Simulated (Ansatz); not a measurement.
## YN: Y on a N site (antisite), symmetric start

The parent structure is an 8-atom supercell of YN in the rock salt structure (space group Fm-3m, No. 225; a = 4.8957 Å) at its relaxed geometry.

The change: one N atom is replaced by Y, atoms relaxed at fixed cell.

All numbers come from r2SCAN (Ansatz, an electronic-structure program, PAW, scalar-relativistic without spin-orbit coupling). k-mesh 5×5×5 (Γ-centred); smearing 0.01 eV (Fermi–Dirac).

The pressure goes from zero to 19.4 GPa and the energy gained by relaxation comes out as 0.00 eV. The mean distance from the defect site to its nearest host atoms is still 245 pm.

Final structure:

```xyz
8
Lattice="-4.8957 0.0000 0.0000 0.0000 0.0000 4.8957 0.0000 4.8957 0.0000" Properties=species:S:1:pos:R:3 pbc="T T T"
Y      0.0000     0.0000     0.0000
N     -2.4478     2.4478     0.0000
N     -2.4478     0.0000     2.4478
N      0.0000     2.4478     2.4478
Y     -2.4478     2.4478     2.4478
Y     -4.8957     4.8957     2.4478
Y     -4.8957     2.4478     4.8957
Y     -2.4478     4.8957     4.8957
```

Cost of the whole job for the changed cell (relaxation, final SCF and bands): very roughly 60 core-seconds.

Other magnetic orders, which the real material may have, were not ruled out. The cell is small, so the values are those of an ordered compound at a high defect concentration; dilute-limit values will differ. A case with no gap was solved on a k-mesh chosen for an insulator, which is coarse for it. The defect started on the symmetric site and kept its symmetry, so it may sit on a saddle. Starting moments died away, wholly or in part, for Y on a N site (antisite); another magnetic solution may exist. The defect cell is spin-polarised and ends with 0.0 μB.
